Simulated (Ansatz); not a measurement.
Functionals compared on N on the 1x1 (111) surface of fcc Al, one in a 2x2 cell, started at the site 'bridge Al-Al (span 2.9 Å)', in Ansatz (plane waves, PAW). The structure was relaxed with PBE; the other rows are single points on it, each with its references at the same level. Cutoff 420 eV (500 eV for r2SCAN).

Slab: 17 atoms, 7.0 Å thick at the start under the adsorbate (thin: gaps and levels are the slab's own); k 6x6x1, smearing 0.1 eV, dipole-corrected; 8 atoms held, the rest relaxed; symmetry of the start imposed; spin-polarised, no spin-orbit, no U, no dispersion correction. The starting moment vanished. At the end it is bonded to 3 Al. In PBE it is, or lies within 0.03 eV of, the lowest of the starts that converged. These notes are the PBE run's. r2SCAN: The program's check for a lower electronic state was not made. Adsorption energies are against ½ N2(g). A negative adsorption energy means that the adsorbate is more stable on the surface than in its reference.

| functional | adsorption energy (eV) | work function of the top face (eV) | change of the work function (eV) | magnetic moment of the cell (μB) | rough cost of the single point |
|---|---|---|---|---|---|
| PBE | -1.25 | 4.44 | 0.40 | 0.00 | – |
| RPBE | -1.00 | 4.34 | 0.39 | 0.00 | about 90 core-seconds (a rough figure) |
| r2SCAN | (withheld) | (withheld) | (withheld) | 0.00 | about 3.0 core-minutes (a rough figure) |

Problem. Complete the blanks.

Solution. 
- r2SCAN, adsorption energy (eV): -1.55
- r2SCAN, work function of the top face (eV): 4.50
- r2SCAN, change of the work function (eV): 0.42

Ansatz is a program for electronic structure.
